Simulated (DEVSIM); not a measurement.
System: abrupt GaAs n-p junction, at 350 K.

| layer (left to right) | material | thickness (μm) | Nd (cm⁻³) | Na (cm⁻³) | τn (s) | τp (s) |
|---|---|---|---|---|---|---|
| 1 | GaAs | 23.0 | 3.9e15 | - | 2.2e-9 | 2.2e-9 |
| 2 | GaAs | 60.0 | - | 2.2e16 | 2.2e-9 | 2.2e-9 |

Left contact: ohmic. Right contact: ohmic. Voltage is applied to the left contact. Recombination: SRH at mid-gap, radiative. Mobility is μmin + (μ − μmin)/(1 + (N/Nref)^α).

Constants are typed, rounded textbook-type inputs, not results; the design itself was drawn at random and stands for no fabricated device. Values at 300 K; Nc and Nv go as T^1.5, mobilities as T to minus their exponent, the gap by Varshni's rule with the affinity fixed.

```csv
parameter,GaAs
gap (eV),1.424
affinity (eV),4.07
permittivity,12.9
Nc (cm⁻³),4.7e17
Nv (cm⁻³),9e18
μn (cm²/Vs),8500
μp (cm²/Vs),400
"μn,min",500
"μp,min",20
"Nref,n",6e16
"Nref,p",1.5e17
αn,0.39
αp,0.38
T exponent of μn,2.1
T exponent of μp,2.2
B (cm³/s),2e-10
Varshni α (eV/K),0.000541
Varshni β (K),204
```

DEVSIM, 1D drift-diffusion, Boltzmann statistics, complete ionisation; no tunnelling, impact ionisation, image-force lowering or self-heating.

**Question.** Tabulate band edges, carrier densities and field at 5.0 V on the left contact.

**Answer.** Energies count from the Fermi level of the right contact; mesh points crowd at the junctions.

```csv
x (μm),Ec (eV),Ev (eV),n (cm⁻³),p (cm⁻³),field (V/cm)
0.000,-4.848,-6.250,3.9e15,< 1e2,≈ 0
0.05120,-4.848,-6.250,3.9e15,< 1e2,≈ 0
0.2212,-4.848,-6.250,3.9e15,< 1e2,≈ 0
0.7431,-4.848,-6.250,3.9e15,< 1e2,≈ 0
3.583,-4.848,-6.250,3.9e15,< 1e2,≈ 0
11.50,-4.848,-6.250,3.9e15,< 1e2,≈ 0
19.34,-4.848,-6.250,3.9e15,< 1e2,≈ 0
22.24,-3.814,-5.215,27000,130000,33000
22.77,-1.270,-2.671,4900,250000,62000
22.95,-0.106,-1.507,1700,260000,72000
23.00,0.277,-1.124,900,320000,75000
23.09,0.802,-0.599,< 1e2,2.7e10,48000
23.33,1.212,-0.190,< 1e2,2.1e16,380
24.09,1.213,-0.188,< 1e2,2.2e16,≈ 0
28.21,1.213,-0.188,< 1e2,2.2e16,≈ 0
39.38,1.213,-0.188,< 1e2,2.2e16,≈ 0
66.06,1.213,-0.188,< 1e2,2.2e16,≈ 0
77.61,1.213,-0.188,< 1e2,2.2e16,≈ 0
81.88,1.213,-0.188,< 1e2,2.2e16,≈ 0
82.67,1.213,-0.188,< 1e2,2.2e16,≈ 0
82.91,1.213,-0.188,< 1e2,2.2e16,≈ 0
83.00,1.213,-0.188,< 1e2,2.2e16,≈ 0
```
